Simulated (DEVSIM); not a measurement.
Device: illuminated Si n-on-p cell, one wavelength, at 300 K.

Layer 1 from the left is Si, thickness (μm) 0.310, Nd (cm⁻³) 8e17, τn (s) 2.3e-7, τp (s) 1.1e-7, absorption coefficient (cm⁻¹) 53000. Layer 2 from the left is Si, thickness (μm) 27.0, Na (cm⁻³) 1.2e15, τn (s) 3.5e-7, τp (s) 3.5e-7, absorption coefficient (cm⁻¹) 53000.

Left contact: ohmic, minority hole recombination velocity 600 cm/s. Right contact: ohmic, minority electron recombination velocity 10 cm/s. Voltage is applied to the left contact. Recombination: SRH at mid-gap, radiative, Auger. Gap narrowing is on: ΔEg = 6.92 meV × (l + √(l² + 0.5)), l = ln(N/1.3e17 cm⁻³), shared equally by both band edges. Light enters at the left, 6.7e17 photons cm⁻² s⁻¹, one pass, no reflection. Mobility is μmin + (μ − μmin)/(1 + (N/Nref)^α).

Constants are typed, rounded textbook-type inputs, not results; the design itself was drawn at random and stands for no fabricated device. Values at 300 K.

Si: gap (eV) 1.124, affinity (eV) 4.05, permittivity 11.7, Nc (cm⁻³) 2.86e19, Nv (cm⁻³) 3.1e19, μn (cm²/Vs) 1417, μp (cm²/Vs) 470, μn,min 52, μp,min 45, Nref,n 9.7e16, Nref,p 2.2e17, αn 0.68, αp 0.72, B (cm³/s) 4.7e-15, Cn (cm⁶/s) 2.8e-31, Cp (cm⁶/s) 9.9e-32.

Model (solved in DEVSIM): 1D drift-diffusion, Boltzmann statistics, complete ionisation; no tunnelling, impact ionisation, image-force lowering or self-heating.

Dark forward current:

| |V| (V) | |J| (A/cm²) |
|---|---|
| 0.05 | 3.946e-8 |
| 0.10 | 1.442e-7 |
| 0.15 | 4.524e-7 |
| 0.20 | 1.444e-6 |
| 0.25 | 5.105e-6 |
| 0.30 | 2.131e-5 |
| 0.35 | 0.0001071 |
| 0.40 | 0.0006227 |
| 0.45 | 0.003934 |
| 0.50 | 0.02521 |
| 0.55 | 0.1414 |
| 0.60 | 0.5508 |
| 0.65 | 1.598 |
| 0.70 | 4.298 |
| 0.75 | 11.67 |
| 0.80 | 33.14 |
| 0.85 | 102.8 |
| 0.90 | 358.3 |
| 0.95 | 1336 |
| 1.00 | 4589 |

Q: Work out the local ideality factor n = ΔV / (kT/q · ln(J2/J1)) between the rows 0.15 and 0.20 V, 0.45 and 0.50 V, 0.95 and 1.00 V.

A: kT/q = 25.85 mV. From 0.15 to 0.20 V: ln(1.444e-6/4.524e-7) = 1.161, n = 1.67. From 0.45 to 0.50 V: ln(0.02521/0.003934) = 1.858, n = 1.04, near the 1 of diffusion or emission over a barrier. From 0.95 to 1.00 V: ln(4589/1336) = 1.234, n = 1.57.

Q: What current could the absorbed light give at most, and what share is collected?

A: Σ αd = 145, so qΦ(1 − exp(−Σ αd)) = 107 mA/cm². The simulated short-circuit current is 106.8 mA/cm², a share of 0.99.

Q: Estimate the open-circuit voltage by superposition: the voltage at which the dark current equals that short-circuit current.

A: Interpolating ln J in the table gives 0.542 V. The simulation gives 0.540 V, the same within the digits that matter. Superposition holds where collection doesn't change with voltage.

Q: Estimate the fill factor from FF0 = (v − ln(v + 0.72))/(v + 1), v = qVoc/(nkT), with n from the dark curve.

A: The rows about Voc, 0.50 and 0.55 V, give n = 1.12, so v = 18.6 and FF0 = 0.798. The simulation gives 0.804, the same within the digits that matter.
